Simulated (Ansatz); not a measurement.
Response to strain in Sn2Rh3S2

The reference is Sn₂Rh₃S₂ (space group R-3m, No. 166; a = 5.6288 Å, c = 13.2752 Å (hexagonal axes); a cell from a computed database, its experimental status unchecked). Axes: x lies along a and z along c of the hexagonal cell.

Strains are applied to the cell and any free atomic positions relax; under biaxial strain the out-of-plane vector relaxes too.

The values are results of Ansatz (a program for electronic structure) PBEsol, no spin-orbit coupling, not measurements.

Notes on the quantities. energy relative to the base: free energy F; pressure: mean of the normal stresses, compression positive.

```json
[
 {"change": "base", "volume per atom": "17.35 Å³", "energy relative to the base": "0 meV/atom", "pressure": "0.0 GPa"},
 {"change": "biaxial strain +0.67 %, plane normal [001], relaxed out of plane", "volume per atom": "17.50 Å³", "energy relative to the base": "+1.1 meV/atom", "pressure": "-1.0 GPa"},
 {"change": "isotropic strain +0.58 %", "volume per atom": "17.65 Å³", "energy relative to the base": "+2.0 meV/atom", "pressure": "-2.0 GPa"},
 {"change": "isotropic strain +1.41 %", "volume per atom": "18.09 Å³", "energy relative to the base": "+11 meV/atom", "pressure": "-4.6 GPa"}
]
```

Without a gap, meshes like the base's 10×10×10 leave anisotropic stresses uncertain by several tenths of a GPa, and small strain energies with them. Stability against distortions was not tested. All final runs are without spin polarisation. An odd electron count without spin: Sn2Rh3S2. Sn2Rh3S2 has a high density of states at the Fermi level and may be magnetic at this level.
